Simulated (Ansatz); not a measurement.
```
Na2Te
1.0
    0.00000     3.60491     3.60491
    3.60491     0.00000     3.60491
    3.60491     3.60491     0.00000
Na Te
2 1
Direct
  0.25000   0.25000   0.25000
  0.75000   0.75000   0.75000
  0.00000   0.00000   0.00000
```

No spin polarisation.

Computed with DFT with PBEsol, PAW potentials and a 420 eV plane-wave cutoff in Ansatz (an electronic-structure program), no spin-orbit coupling. Settings: 8×8×8 k-points, 0.05 eV Fermi–Dirac smearing.

Task: What is the computed width of the top valence band?

Result: 0.77 eV.

Task: What band gap does the calculation give?

Result: 2.06 eV.

Task: What is the computed electron mass?

Result: 0.21 mₑ (at Γ).

Spin-orbit coupling, missing from the scalar runs, can matter with Te. The cells carry an imposed strain or load. Masses are band curvatures over ±0.01 Å⁻¹ around the edge. Whether these cells are dynamically stable was not tested. The cell was made from Na$_{2}$Te in the anti-fluorite structure (space group Fm-3m, No. 225) by this change: isotropic strain −0.50 %.
